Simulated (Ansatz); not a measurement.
## monolayer SnS₂: band-edge transport data

Consider the following.

```
CELL_PARAMETERS angstrom
      3.70150     0.00000     0.00000
     -1.85075     3.20560     0.00000
      0.00000     0.00000    18.93629
ATOMIC_POSITIONS crystal
  Sn 0.00000 0.00000 0.50000
  S  0.33333 0.66667 0.57808
  S  0.66667 0.33333 0.42192
```

Method: HSE06, rigid bands (plane waves, PAW, scalar-relativistic; Ansatz, a first-principles code). How the cell was made: cell and atoms relaxed with PBE.

The band gap is 2.38 eV and the electron conductivity mass (300 K, dilute) is 0.38 mₑ. The hole conductivity mass (300 K, dilute) comes out as 0.51 mₑ. The effective density of states N_c (300 K) is 1.4e13 cm⁻² and the effective density of states N_v (300 K) comes out as 5.0e13 cm⁻². The Seebeck coefficient, n-type 1.9e12 cm⁻², 300 K is -342 μV/K and the Seebeck coefficient, p-type 1.9e12 cm⁻², 300 K is 440 μV/K.

Rigid bands; masses and Seebeck coefficients take one relaxation time τ for all states and one kind of carrier; polarons and phonon drag are left out. Spin-orbit coupling is left out; where it splits the top of the valence band, N_v and the p-type Seebeck coefficient come out somewhat high without it. Geometry: cell and atoms relaxed with PBE.
